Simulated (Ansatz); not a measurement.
The reference is CsPbBr3 in the cubic perovskite structure (space group Pm-3m, No. 221; a = 5.872 Å).

Calculations: PBEsol (Ansatz, a first-principles code, PAW, no spin-orbit coupling).

One change was made to it. Results:

```tsv
quantity	base	after
shortest interatomic distance	2.936 Å	2.923 Å
width of the top valence band	2.07 eV	2.16 eV
```

Question: Name the change that was made.
(A) pressure 3 GPa
(B) pressure −2 GPa
(C) pressure 0.3 GPa
(D) pressure 7.5 GPa

Answer: C, pressure 0.3 GPa. For comparison, the shortest interatomic distance in the other runs: pressure 3 GPa gives 2.832 Å; pressure 7.5 GPa gives 2.736 Å; pressure −2 GPa gives 3.061 Å.

With Pb present, leaving out spin-orbit coupling can change the band edges. The levels and masses belong to the bands next to the band gap. Load acts through the strain it causes; cell and atoms are relaxed under it. Stability against distortions was not tested. No other phases were tried under pressure. Many cubic perovskites are stable only at high temperature; tilts and polar distortions were not tested. This is not the structure that CsPbBr3 has at room temperature and ambient pressure.
